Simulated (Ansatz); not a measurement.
A self-consistent single point of Hf₂Hg (I4mm, 3 atoms in the cell) with Ansatz (a first-principles code).

Level of theory: PBEsol, harder PAW files (source: ansatz) made with PBE (plane waves; Ansatz).

The change in words: lattice scaled by 0.98; basis.ecutwfc: 420 eV → 380 eV; hamiltonian.pseudopotentials: {kind: paw} (the program's default PAW files) → {kind: paw, source: ansatz}. Reference geometry:
```
Hf2Hg
1.0
   -1.66004     1.66004     5.78415
    1.66004    -1.66004     5.78415
    1.66004     1.66004    -5.78415
Hf Hg
2 1
Direct
  0.67005   0.67005   0.00000
  0.33427   0.33427   0.00000
  0.00000   0.00000   0.00000
```

Reference input (self-consistent single point, DFT, PBEsol, plane waves, default PAW files made with PBE): basis.ecutwfc = 420 eV; kpoints.mp_grid.grid = 8 8 8; hamiltonian.xc = pbesol; hamiltonian.pseudopotentials = {kind: paw} (the program's default PAW files); scf.occupations.method = fermi_dirac; scf.occupations.width = 0.1 eV. This run's input differs from it in these lines:

Ansatz 0.2 input:
```diff
@@ -2,5 +2,5 @@
   lattice:
-    - [-1.660045, 1.660045, 5.784150]
-    - [1.660045, -1.660045, 5.784150]
-    - [1.660045, 1.660045, -5.784150]
+    - [-1.626844, 1.626844, 5.668467]
+    - [1.626844, -1.626844, 5.668467]
+    - [1.626844, 1.626844, -5.668467]
   atoms:
@@ -10,3 +10,3 @@
 basis:
-  ecutwfc: 420.0
+  ecutwfc: 380.0
 kpoints:
@@ -15,3 +15,3 @@
   xc: pbesol
-  pseudopotentials: { kind: paw }
+  pseudopotentials: { kind: paw, source: ansatz }
 scf:
```

Log, with long lists cut:

```
SCF iter   1: F=—  HF=-44941.836317 eV  |F-HF|=—  |Δ(HF+E_count)|=         —  Δρ=2.89e-1  dr2=1.52e2  ethr=3.10e-3  ⟨swp⟩=5.4  Hψ=8212  notcnv=0  defer=1
all-band conjugate gradients solve this SCF's bands
preconditioner: auto → Kerker (q_TF=auto, 2.812 Å⁻¹)
SCF iter   2: F=—  HF=-44934.651113 eV  |F-HF|=—  |Δ(HF+E_count)|=    7.19e0  Δρ=1.69e-1  dr2=5.46e1  ethr=3.10e-3  ⟨swp⟩=3.0  Hψ=4289  notcnv=0  defer=12
   [... lines left out ...]
SCF iter   9: F=—  HF=-44926.589094 eV  |F-HF|=—  |Δ(HF+E_count)|=   2.14e-4  Δρ=2.68e-4  dr2=4.42e-5  ethr=1.14e-6  ⟨swp⟩=2.0  Hψ=3988  notcnv=0  defer=19
SCF iter  10: F=—  HF=-44926.589066 eV  |F-HF|=—  |Δ(HF+E_count)|=   2.77e-5  Δρ=1.18e-4  dr2=9.75e-6  ethr=6.14e-8  ⟨swp⟩=2.0  Hψ=4473  notcnv=0  defer=19
SCF iter  11: F=—  HF=-44926.589063 eV  |F-HF|=—  |Δ(HF+E_count)|=   2.69e-6  Δρ=3.22e-5  dr2=1.15e-6  ethr=1.35e-8  ⟨swp⟩=2.0  Hψ=3989  notcnv=0  defer=19
SCF iter  12: F=-44926.589063 eV  HF=-44926.589063 eV  |F-HF|=4.52e-8  |Δ(HF+E_count)|=   3.09e-7  Δρ=8.95e-6  dr2=7.09e-8  ethr=1.39e-10  ⟨swp⟩=5.7  Hψ=12620  notcnv=0
SCF 1 converged in 12 iterations: F = -44926.589063 eV  dr2 = 7.09e-8
Free energy (F): -44926.589063 eV
Internal energy: -44926.518327 eV  (E = F + TS)
E sigma→0 (E₀):  -44926.553695 eV
Entropy (-TS):   -0.070736 eV (-23.579 meV/atom)
Fermi energy:    20.037001 eV
--- Forces (eV/Å), atoms counted from 1 ---
  atom   1  Hf    -0.00000000     0.00000000    -0.73508737
  atom   2  Hf     0.00000000     0.00000000     0.58481412
  atom   3  Hg     0.00000000    -0.00000000     0.15021675
--- Stress (GPa, compression-positive) ---
        6.174338       0.000000       0.000000
        0.000000       6.174338      -0.000000
        0.000000      -0.000000       7.002690
  P = ⅓ Tr σ = 6.4505 GPa (64.505 kbar)
  The stress holds the Pulay correction. Without it, at fixed plane waves, as pw.x and ABINIT print it: P = -32.3681 GPa
```

The run converged in 12 iterations. Against the reference run the pressure goes from -1.25 to 6.45 GPa and the largest force goes from 0.507 to 0.735 eV/Å.

The starting cell comes from a database of computed structures (which also holds hypothetical and non-ambient phases and stackings), without a prior relaxation at this level. Its lattice was rescaled by up to half a per cent. One atom was moved a little off its site on purpose. For this run, on top of that: lattice scaled by 0.98. Ansatz's pressure includes its estimate of the finite-basis (Pulay) stress. Without the estimate this run gives -32.37 GPa. The cutoff lies below the one recommended for these files.
